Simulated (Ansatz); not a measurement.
Cell and atoms of amorphous Si$_{24}$O$_{48}$H$_{2}$:

```xyz
74
Lattice="10.5168 0.0000 0.0000 0.0000 10.5168 0.0000 0.0000 0.0000 10.5168" Properties=species:S:1:pos:R:3 pbc="T T T"
Si     5.4850     0.0521     6.8237
Si     7.4669     6.2024     4.9419
Si     3.9059    10.1881     1.4633
Si     5.4818     1.3751     9.6967
Si     0.8590     5.1064     2.5172
Si     4.7140     5.6858     6.3311
Si     0.2520     3.3381     0.1459
Si     5.7843     6.5253     0.0897
Si     8.5016     7.7924    10.3861
Si     6.0911     4.8425     2.4195
Si     3.5768     4.2513     3.8581
Si     0.8726     0.8564     1.5717
Si     2.5430     5.7340     8.1653
Si     9.5789     3.7586     4.8843
Si     0.0233     9.0173     7.1165
Si     8.0833     9.3396     5.3637
Si     3.5426     1.5653     5.4159
Si     9.9218     9.6041    10.0683
Si    10.2137     6.4251     8.3063
Si     0.4782     3.8277     7.5691
Si     8.9576     1.1051     3.4180
Si     2.7538    10.1078     6.2422
Si     4.8407     4.3380     8.8851
Si     7.8026     2.5514     0.9510
O      4.7997     2.8136     9.3622
O      9.9351     8.2706     0.6055
O      0.2357     9.5334     8.6630
O      8.2916    10.2676     4.0388
O      6.1931     6.2870     5.9961
O      8.8028     2.3944     4.4148
O      8.0800     1.4453     2.1006
O      3.1256     2.8783     4.6172
O      7.2024     7.2107     0.5939
O      1.1904     2.3705     1.0765
O      8.0661     7.7406     4.9553
O      9.3514     9.7702     6.3247
O      4.9660     4.3423     7.2450
O      5.1180     1.3813     5.8846
O      7.1058     3.8908     1.5791
O      9.8459     4.9419     7.8326
O     10.1189     7.4516     7.0590
O      8.3230     9.3049     9.6971
O      4.8262     7.7200    10.0475
O      3.1166     0.1073     4.6909
O     10.3845     0.3605     0.3701
O      2.6039     1.1891     6.7642
O      8.5577     5.0044     5.2949
O      0.0129     0.8325     2.9734
O      4.4425     0.5780     0.1545
O      1.4820     9.1543     6.4045
O     10.4987     4.2497     3.6235
O      2.2578     0.0136     1.6064
O      6.7183     9.7441     6.1611
O      1.8971     4.5710     7.1995
O      0.6629     3.1368     9.0638
O      3.4090     5.0195     9.3475
O      4.9831     3.8759     3.1217
O      3.9007     5.4075     4.9566
O      4.1629     9.5497     6.8958
O      0.4989     4.7714     0.9270
O      6.8959     1.7567    10.3915
O      9.0034     6.6749     9.3416
O      9.1751     3.0208     0.2246
O      5.2256     5.8350     1.4471
O      3.6588     6.5938     7.2678
O      2.4272     4.7340     2.8387
O     10.4606     3.1696     6.1719
O      6.8974     5.7928     3.4674
O      5.8180     0.5324     8.3409
O      1.2780     6.5494     8.8211
O      6.0117     5.3225     9.4982
O      0.5787     6.6876     2.7477
H      0.3194     7.2359     1.9795
H      4.5708     7.7100     9.1093
```

Method: PBE, scalar-relativistic without spin-orbit coupling (plane waves to 420 eV, PAW; Ansatz, a program for electronic structure). The usual formal charges leave 2 electrons over, so the level spacing at the Fermi energy parts defect or band states and needn't be the band gap.

A CHGNet melt-quench gave the starting glass, which DFT then relaxed. O atoms were pushed apart under 1.9 Å during the dynamics, to hinder bonds among them. The hot cell started wider than the set density and was brought back towards it in steps. It is the lowest in DFT energy of 2 quenches. It is a model cell: composition and starting density were chosen by hand, and all elements were melted together. No dispersion term was used. Its density started from a set value of 2.01 and ended at 2.06 g/cm³. The simulated quench (nominally 780 K/ps over its main leg) is rapid and tends to freeze in more defects than a deposited or slowly cooled glass has. One small periodic cell is one sample of the glass; other quenches scatter about these values. The volume was free in the relaxation, at fixed shape. Stress components on the final sampling reach 1.1 GPa.

Cut-offs for bonds: Si-Si 2.60 Å, Si-O 1.90 Å, Si-H 1.70 Å, O-O 1.58 Å, O-H 1.16 Å, H-H 0.90 Å. Two cations that share two anions don't count as bonded, nor two that share one unless they lie closer than Si-Si 2.38 Å.

Give the coordination numbers, mean bond lengths and angles.


The mean coordination of Si by anions comes out as 3.92 (1 with 2, 23 with 4), the mean coordination of O is 2.00 (48 with 2) and the mean coordination of H is 1.00 (2 with 1). The mean Si-O bond comes out as 1.640 Å (spread 0.023 Å, 94 counted) and the mean O-H bond is 0.976 Å (spread 0.003 Å, 2 counted). The bond angle at Si comes out as mean 109.4°, spread 6.1°. The bond angle at O is mean 134.6°, spread 20.2°.

Which atoms depart from the most common coordination of their element?

Si3 has 2 (O49 1.68 Å, O52 1.69 Å).

List the pairs of like atoms that count as bonded by the rules above.

There are none by these rules.

What Bader charges do the atoms carry, from a run on the zone centre alone?

Means (range): Si +3.21 e (+1.70 to +3.30), O -1.63 e (-1.65 to -1.42), H +0.62 e (+0.61 to +0.62).
| atom | charge (e) |
|---|---|
| Si1 | +3.27 |
| Si2 | +3.29 |
| Si3 | +1.70 |
| Si4 | +3.30 |
| Si5 | +3.28 |
| Si6 | +3.27 |
| Si7 | +3.27 |
| Si8 | +3.27 |
| Si9 | +3.25 |
| Si10 | +3.29 |
| Si11 | +3.29 |
| Si12 | +3.28 |
| Si13 | +3.26 |
| Si14 | +3.28 |
| Si15 | +3.29 |
| Si16 | +3.29 |
| Si17 | +3.24 |
| Si18 | +3.25 |
| Si19 | +3.27 |
| Si20 | +3.27 |
| Si21 | +3.29 |
| Si22 | +3.24 |
| Si23 | +3.27 |
| Si24 | +3.30 |
| O25 | -1.65 |
| O26 | -1.62 |
| O27 | -1.64 |
| O28 | -1.64 |
| O29 | -1.64 |
| O30 | -1.64 |
| O31 | -1.65 |
| O32 | -1.65 |
| O33 | -1.64 |
| O34 | -1.64 |
| O35 | -1.63 |
| O36 | -1.64 |
| O37 | -1.64 |
| O38 | -1.63 |
| O39 | -1.65 |
| O40 | -1.64 |
| O41 | -1.65 |
| O42 | -1.62 |
| O43 | -1.42 |
| O44 | -1.63 |
| O45 | -1.65 |
| O46 | -1.62 |
| O47 | -1.63 |
| O48 | -1.64 |
| O49 | -1.64 |
| O50 | -1.64 |
| O51 | -1.65 |
| O52 | -1.64 |
| O53 | -1.65 |
| O54 | -1.64 |
| O55 | -1.63 |
| O56 | -1.64 |
| O57 | -1.64 |
| O58 | -1.65 |
| O59 | -1.63 |
| O60 | -1.63 |
| O61 | -1.65 |
| O62 | -1.64 |
| O63 | -1.65 |
| O64 | -1.64 |
| O65 | -1.63 |
| O66 | -1.64 |
| O67 | -1.62 |
| O68 | -1.65 |
| O69 | -1.64 |
| O70 | -1.64 |
| O71 | -1.64 |
| O72 | -1.43 |
| H73 | +0.62 |
| H74 | +0.61 |
